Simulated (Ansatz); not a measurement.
Start from LiCl in the rock salt structure (space group Fm-3m, No. 225; a = 5.0642 Å).

Computed with PBEsol (Ansatz, a program for electronic structure), no spin-orbit coupling.

Before the change:

* **Pressure**: 0.00 GPa
* **Electron mass**: 0.46 mₑ (at Γ)
* **Valley order**: Γ 6.35 eV; L along ⟨111⟩ 6.58 eV; X along ⟨100⟩ 7.78 eV

Modification: the cell is scaled by 1.0050 in all directions, atoms relaxed at fixed cell.

Problem. Predict the new pressure, energy relative to the base, electron mass and valley order.

Solution. The pressure goes from zero to -0.51 GPa; the energy increases by 0.4 meV/atom; the electron mass remains 0.46 mₑ (at Γ); the valley order (the lowest conduction-band minima on the path, energy above the VBM, named in the base's zone) becomes Γ 6.26 eV; L along ⟨111⟩ 6.56 eV; X along ⟨100⟩ 7.75 eV (base: Γ 6.35 eV; L along ⟨111⟩ 6.58 eV; X along ⟨100⟩ 7.78 eV).

The levels and masses belong to the bands next to the band gap. The cells carry an imposed strain or load. Effective masses come from finite differences of ±0.01 Å⁻¹. Whether these cells are dynamically stable was not tested.
